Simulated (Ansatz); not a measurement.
## A computed series for MgO: response to strain

Take MgO in the rock salt structure (space group Fm-3m, No. 225; a = 4.159 Å) as the base.

Strains are applied to the cell and any free atomic positions relax.

All numbers come from LDA, PAW, 420 eV (Ansatz, a program for electronic structure; scalar-relativistic without spin-orbit coupling).

Candidates:
(a) isotropic strain +2.50 %
(b) isotropic strain −1.00 %
(c) isotropic strain −0.50 %
(d) isotropic strain +2.00 %
(e) isotropic strain −2.00 %

Notes on the quantities. energy relative to the base: free energy F.

Question: Order them by energy relative to the base, highest first.

Answer: (a) isotropic strain +2.50 % (+25 meV/atom), (e) isotropic strain −2.00 % (+19 meV/atom), (d) isotropic strain +2.00 % (+16 meV/atom), (b) isotropic strain −1.00 % (+4.5 meV/atom), (c) isotropic strain −0.50 % (+1.1 meV/atom)

No phonon test of stability was made.
